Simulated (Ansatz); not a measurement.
## CdS: pressure 45 GPa

The parent structure is CdS in the wurtzite structure (space group P6_3mc, No. 186; a = 4.1636 Å, c = 6.7672 Å).

Now apply this change: a hydrostatic pressure of 45 GPa.

Method: Ansatz (a quantum-chemistry and plane-wave program), r2SCAN, PAW, cutoff 500 eV, scalar-relativistic without spin-orbit coupling. k-mesh 9×9×5 (Γ-centred); smearing 0.05 eV (Fermi–Dirac).

The volume per atom shrinks by 8.234 Å³ (25.40 Å³ → 17.16 Å³) and the lattice parameter a falls by 0.797 Å (4.164 Å → 3.367 Å). The c/a ratio increases by 0.452 to 2.077 and the enthalpy H = E + PV relative to the base's energy is +5.74 eV/atom. The band gap shrinks by 0.89 eV, from 1.63 eV to 0.74 eV and the gap character stays direct at Γ. The width of the top valence band goes up by 1.79 eV to 3.45 eV and the electron mass changes from 0.15 mₑ along c, 0.16 mₑ across (at Γ) to 0.10 mₑ along c, 0.21 mₑ across (at Γ). The valence-band top at Γ (three highest levels, from the VBM) becomes 0.00, 0.00, -1.10 eV (base: 0.00, 0.00, -0.04 eV).

From pressure 45 GPa on, the axis ratios lie over 15 % from the base's, so the cell there is far from its starting form. Load acts through the strain it causes; cell and atoms are relaxed under it. Effective masses come from finite differences of ±0.01 Å⁻¹. Stability against distortions was not tested. Measured, CdS leaves this structure (for rock salt) near 2.54 GPa (temperature not stated; as listed in Datta, Sujoy, Jana, Debnarayan, arXiv (2020)), on rising pressure, with hysteresis.
